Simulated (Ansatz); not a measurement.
Abridged Ansatz (a program for electronic structure) output:

```
Relaxation: its limit of steps is 50 (relax.max_steps)
Pseudopotential: Pt, paw, valence charge 18
Crystal: 1 atoms, lattice volume = 13.908 Å³
Basis set: ecut = 420 eV, 283 PW (Γ), exchange–correlation on 40×40×40 points (8 copies of the dense FFT grid, shifted against one another)
Bands: 13, of which v1, the nominal top of the filled ones, is band 9 counted from 1 (8 counted from 0)
Symmetry: 48 space group operations
k-points: 680 of 24389
Functional: x = slater, c = lda
SCF iter   1: F=—  HF=-12244.962360 eV  |F-HF|=—  |Δ(HF+E_count)|=         —  Δρ=6.44e-3  dr2=2.03e-3  ethr=1.77e-3  ⟨swp⟩=5.0  Hψ=49488  notcnv=0
SCF iter   2: F=—  HF=-12244.961453 eV  |F-HF|=—  |Δ(HF+E_count)|=   9.07e-4  Δρ=2.75e-3  dr2=1.98e-4  ethr=1.13e-5  ⟨swp⟩=2.4  Hψ=18213  notcnv=0
SCF 1 converged in 7 iterations: F = -12244.961449 eV  dr2 = 5.79e-12
relax step   1: F+E_penalty+E_count = -12244.96144947 eV  Δ(F+E_penalty+E_count) = +0.000e0 eV  max|allowed force component| = 0.000e0 eV/Å  Δτ_max = 0.0000 Å  (7 SCF iters, accepted)
SCF converged after 7 iterations
Free energy (F): -12244.961449 eV
Internal energy: -12244.912500 eV  (E = F + TS)
E sigma→0 (E₀):  -12244.936975 eV
Entropy (-TS):   -0.048950 eV (-48.950 meV/atom)
Fermi energy:    25.672970 eV
--- Forces (eV/Å), atoms counted from 1 ---
  atom   1  Pt    -0.00000000     0.00000000     0.00000000
--- Stress (GPa, compression-positive) ---
       21.730081       0.000000       0.000000
        0.000000      21.730081      -0.000000
        0.000000      -0.000000      21.730081
  P = ⅓ Tr σ = 21.7301 GPa (217.301 kbar)
--- Relaxed structure (1 steps of the walk, 1 accepted, 0 SCFs on fresh bases) ---
  atoms:
    - { symbol: Pt, position: [0.0, 0.0, 0.0] }
```

What was computed, and what are the main results?

Pt, 1 atom in the cell, with LDA (Ansatz), scalar-relativistic without spin-orbit coupling. The last SCF converged to F = -12244.961449 eV, or -12244.9614 eV per atom, at a pressure of 21.73 GPa. The total energy compares only with runs of the same code, potentials and settings.

The cells carry an imposed strain or load. Whether these cells are dynamically stable was not tested. The final runs are not spin-polarised. The cell was made from Pt in the fcc (Cu type) structure (space group Fm-3m, No. 225) by this change: isotropic strain −2.00 %.

Keys are those of Ansatz 0.2.
